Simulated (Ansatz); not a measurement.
Effect of Ni → Co on Ni2Si

Start from Ni2Si (space group Pnma, No. 62; a = 4.9378 Å, b = 3.6957 Å, c = 7.0077 Å; non-magnetic).

The change: full substitution Ni → Co, then cell and atoms are relaxed.

Computed with r2SCAN (Ansatz, a quantum-chemistry and plane-wave program), scalar-relativistic without spin-orbit coupling. k-mesh 8×10×6 (Γ-centred); smearing 0.05 eV (Fermi–Dirac).

The volume per atom falls by 0.222 Å³, from 10.66 Å³ to 10.43 Å³ and the density goes up by 0.186 g/cm³, from 7.56 g/cm³ to 7.74 g/cm³. The space group remains Pnma (No. 62) and the shortest interatomic distance drops by 0.0175 Å (2.290 Å → 2.272 Å). The band gap remains zero and the magnetic state goes from non-magnetic to ferromagnetic. The largest site moment goes from zero to 1.07 μB.

The magnetic state is the one reached from the starting moments; the real material's order can differ, and small cells can't hold many antiferromagnetic ones. Whether these cells are dynamically stable was not tested. Starting moments died away, wholly or in part, for the base; another magnetic solution may exist. Spin-polarised in the final run: Co2Si; the other runs are not.
